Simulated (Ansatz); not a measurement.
# Se under a change: Se → Br

The reference is Se (space group P3_121, No. 152; a = 4.039 Å, c = 5.121 Å; made of chains).

Modification: every Se is replaced by Br, then cell and atoms are relaxed.

Calculations: Ansatz (a program for electronic structure), PBEsol, PAW, cutoff 420 eV, scalar-relativistic without spin-orbit coupling. Settings: 15×15×15 k-points, 0.05 eV Fermi–Dirac smearing, for the changed cell.

The volume per atom goes up by 3.41 Å³ (24.12 Å³ → 27.53 Å³) and the density shrinks by 0.62 g/cm³ to 4.82 g/cm³. The space group becomes Pm-3m (No. 221) (base: P3_121 (No. 152)) and the shortest interatomic distance rises by 0.582 Å (2.437 Å → 3.019 Å). The band gap goes from 0.39 eV to zero.

Final structure:

```xyz
1
Lattice="3.0194 0.0000 0.0000 0.0000 3.0194 0.0000 0.0000 0.0000 3.0194" Properties=species:S:1:pos:R:3 pbc="T T T"
Br     0.0000     0.0000     0.0000
```

Stability against distortions was not tested. As relaxed here, Br is a hypothetical phase, not in the database extracts checked. All final runs are without spin polarisation. No dispersion term is included in the PBEsol runs.
